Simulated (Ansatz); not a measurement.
System: Se (P2₁/c, No. 14, 32 atoms in the cell; start mp-542605). Method: r²SCAN (plane waves, PAW; Ansatz, a quantum-chemistry and plane-wave program).

Settings: plane-wave cutoff 560 eV, 4×4×2 k mesh (along the axes of the cell as run), Fermi–Dirac smearing 0.01 eV, scalar-relativistic PAW data made under PBE.

Cell (relaxed at this level):

```xyz
32
Lattice="9.6236 0.0000 0.0053 0.0000 8.3176 0.0000 -0.7716 0.0000 13.2397" Properties=species:S:1:pos:R:3 pbc="T T T"
Se     5.1986     2.6090     5.4479
Se     3.6534     5.7086     7.7970
Se     4.0392     6.7678     1.1772
Se     4.8128     1.5498    12.0678
Se     6.8920     1.9282     6.9085
Se     1.9599     6.3893     6.3365
Se     1.5741     6.0870    12.9563
Se     7.2779     2.2306     0.2886
Se     6.8143     3.3436     8.7825
Se     2.0377     4.9740     4.4625
Se     1.6518     7.5024    11.0823
Se     7.2001     0.8152     2.1627
Se     8.5534     4.8860     8.5142
Se     0.2985     3.4315     4.7307
Se    -0.0873     0.7272    11.3505
Se     8.9393     7.5903     1.8944
Se     7.5824     6.8745     7.7458
Se     1.2696     1.4431     5.4991
Se     0.8837     2.7157    12.1190
Se     7.9682     5.6019     1.1260
Se     7.8772     6.9459     5.4116
Se     0.9748     1.3717     7.8333
Se     1.3606     2.7871     1.2135
Se     7.4914     5.5305    12.0315
Se     5.8750     6.2003     4.4568
Se     2.9769     2.1173     8.7882
Se     3.3628     2.0415     2.1683
Se     5.4892     6.2760    11.0766
Se     6.2061     3.9642     3.8265
Se     2.6459     4.3534     9.4184
Se     3.0317     8.1230     2.7986
Se     5.8203     0.1946    10.4464
```

Question: Estimate the band gap that the calculation returns.

Answer: 
band gap: 1.64 eV (direct)

Spin–orbit coupling is not included.

A start named mp-… is a Materials Project structure, which need not be a measured phase.
